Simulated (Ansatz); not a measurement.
The reference is HfO2 in the rutile structure (space group P4_2/mnm, No. 136; a = 4.830 Å, c = 3.210 Å; a cell from a computed database, its experimental status unchecked).

The change: cell and atoms relaxed at a pressure of 0.3 GPa.

Levels (all Ansatz, a quantum-chemistry and plane-wave program, PAW): PBEsol (420 eV, no SOC); PBEsol+SOC (420 eV, noncollinear with spin-orbit coupling).

The geometry is relaxed with PBEsol.

| Quantity | Result |
|---|---|
| PBEsol valence-band top at Γ | 0.00, -0.39, -0.39 eV |
| PBEsol lowest conduction level above the VBM at special points | Γ 3.90 eV; R 4.13 eV; M 4.16 eV; X 4.59 eV |
| PBEsol gap character | direct at Γ |
| PBEsol electron mass | 0.60 mₑ along c, 0.77 mₑ across (at Γ) |

**Question.** How does going to PBEsol+SOC change the valence-band top at Γ, lowest conduction level above the VBM at special points, gap character and electron mass?

**Answer.** The valence-band top at Γ (three highest Kramers pairs, from the VBM) becomes 0.00, -0.36, -0.40 eV (PBEsol: 0.00, -0.39, -0.39 eV); the lowest conduction level above the VBM at special points changes from Γ 3.90 eV; R 4.13 eV; M 4.16 eV; X 4.59 eV to Γ 3.89 eV; R 4.09 eV; M 4.15 eV; X 4.58 eV; the gap character stays direct at Γ; the electron mass changes from 0.60 mₑ along c, 0.77 mₑ across (at Γ) to 0.62 mₑ along c, 0.77 mₑ across (at Γ).

Single points use the geometry relaxed with PBEsol. The spin-orbit shifts are approximate. With Hf present, leaving out spin-orbit coupling can change the band edges. Load acts through the strain it causes; cell and atoms are relaxed under it. Masses are band curvatures over ±0.01 Å⁻¹ around the edge. Stability against distortions was not tested. This is not the structure that HfO2 has at room temperature and ambient pressure.
